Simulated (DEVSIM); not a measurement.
Device: abrupt GaP n-p junction, at 300 K.

Layer 1 from the left is GaP, thickness (μm) 8.10, Nd (cm⁻³) 3.3e15, τn (s) 1.6e-6, τp (s) 1.6e-6. Layer 2 from the left is GaP, thickness (μm) 230, Na (cm⁻³) 3.9e16, τn (s) 1.6e-6, τp (s) 1.6e-6.

Left contact: ohmic. Right contact: ohmic. Voltage is applied to the left contact. Recombination: SRH at mid-gap, Auger. Mobility is μmin + (μ − μmin)/(1 + (N/Nref)^α).

Constants are typed, rounded textbook-type inputs, not results; the design itself was drawn at random and stands for no fabricated device. Values at 300 K.

GaP: gap (eV) 2.26, affinity (eV) 3.8, permittivity 11.1, Nc (cm⁻³) 1.8e19, Nv (cm⁻³) 1.9e19, μn (cm²/Vs) 250, μp (cm²/Vs) 150, μn,min 10, μp,min 10, Nref,n 4.4e18, Nref,p 1e18, αn 0.8, αp 0.85, Cn (cm⁶/s) 1e-30, Cp (cm⁶/s) 1e-30.

DEVSIM, 1D drift-diffusion, Boltzmann statistics, complete ionisation; no tunnelling, impact ionisation, image-force lowering or self-heating.

Dark forward current:

| |V| (V) | |J| (A/cm²) |
|---|---|
| 0.70 | 2.485e-13 |
| 0.75 | 6.698e-13 |
| 0.80 | 1.807e-12 |
| 0.85 | 4.884e-12 |
| 0.90 | 1.322e-11 |
| 0.95 | 3.584e-11 |
| 1.00 | 9.740e-11 |
| 1.05 | 2.655e-10 |
| 1.10 | 7.265e-10 |
| 1.15 | 2.002e-9 |
| 1.20 | 5.585e-9 |
| 1.25 | 1.600e-8 |
| 1.30 | 4.837e-8 |
| 1.35 | 1.624e-7 |
| 1.40 | 6.447e-7 |
| 1.45 | 3.116e-6 |
| 1.50 | 1.773e-5 |
| 1.55 | 0.0001115 |
| 1.60 | 0.0007370 |
| 1.65 | 0.004959 |
| 1.70 | 0.03274 |
| 1.75 | 0.1868 |
| 1.80 | 0.7033 |
| 1.85 | 1.655 |
| 1.90 | 2.906 |
| 1.95 | 4.343 |

**Question.** Work out the local ideality factor n = ΔV / (kT/q · ln(J2/J1)) between the rows 0.70 and 0.75 V, 1.60 and 1.65 V, 1.90 and 1.95 V.

**Answer.** kT/q = 25.85 mV. From 0.70 to 0.75 V: ln(6.698e-13/2.485e-13) = 0.992, n = 1.95, near the 2 of recombination in the depletion region. From 1.60 to 1.65 V: ln(0.004959/0.0007370) = 1.906, n = 1.01, near the 1 of diffusion or emission over a barrier. From 1.90 to 1.95 V: ln(4.343/2.906) = 0.402, n = 4.81; the layers' resistance at their doping, Σ W/(qμN) = 0.032 Ω cm², would take 46 mV of this step of 50 mV.

**Question.** Estimate the current at 1.60 V from the Shockley equation with J0 = Σ q ni² D/(N L) coth(W/L), τ joining the SRH, radiative and Auger lifetimes that are on, and W taken as the whole layer.

**Answer.** ni² = 3.67 cm⁻⁶; holes in the n layer: μ = 149 cm²/Vs, D = 3.85 cm²/s, τ = 1.60e-6 s, L = 24.8 μm, W/L = 0.33, term 8.77e-31 A/cm²; electrons in the p layer: μ = 245 cm²/Vs, D = 6.32 cm²/s, τ = 1.60e-6 s, L = 31.8 μm, W/L = 7.2, term 3.00e-32 A/cm². J0 = 9.07e-31 A/cm², and J = J0 exp(qV/kT) = 0.000689 A/cm². The simulation gives 0.000737 A/cm²; the estimate lies 6.5 % below. The estimate leaves out recombination in the depletion region and that region's share of W.
